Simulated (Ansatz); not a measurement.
# Response to strain in AlN

The parent structure is AlN in the wurtzite structure (space group P6_3mc, No. 186; a = 3.114 Å, c = 4.984 Å). Axes: x lies along a and z along c of the hexagonal cell.

Strains are applied to the cell and any free atomic positions relax; under biaxial strain the out-of-plane vector relaxes too.

Levels (all Ansatz, a quantum-chemistry and plane-wave program, PAW): PBEsol (420 eV, without spin-orbit coupling); r2SCAN (500 eV, no SOC); HSE06 (420 eV, spin-orbit coupling left out).

Band gaps by level, all at the geometries relaxed with PBEsol:

```json
[
 {"case": "base", "PBEsol": "4.09 eV", "r2SCAN": "4.82 eV", "HSE06": "5.54 eV"},
 {"case": "biaxial strain −2.49 %, plane normal [001], relaxed out of plane", "PBEsol": "4.46 eV", "r2SCAN": "…", "HSE06": "5.95 eV"},
 {"case": "biaxial strain −2.28 %, plane normal [001], relaxed out of plane", "PBEsol": "4.45 eV", "r2SCAN": "…", "HSE06": "5.94 eV"},
 {"case": "isotropic strain −2.01 %", "PBEsol": "4.63 eV", "r2SCAN": "5.38 eV", "HSE06": "6.12 eV"},
 {"case": "strain tensor (xx, yy, zz, yz, xz, xy) = (+2.47, −0.08, −0.04, +0.50, +0.34, +0.81) %", "PBEsol": "3.82 eV", "r2SCAN": "4.53 eV", "HSE06": "…"}
]
```

Problem. Complete the table.

Solution. 
- biaxial strain −2.49 %, plane normal [001], relaxed out of plane, r2SCAN: 5.21 eV
- biaxial strain −2.28 %, plane normal [001], relaxed out of plane, r2SCAN: 5.20 eV
- strain tensor (xx, yy, zz, yz, xz, xy) = (+2.47, −0.08, −0.04, +0.50, +0.34, +0.81) %, HSE06: 5.24 eV

Single points use the geometry relaxed with PBEsol. Stability against distortions was not tested.
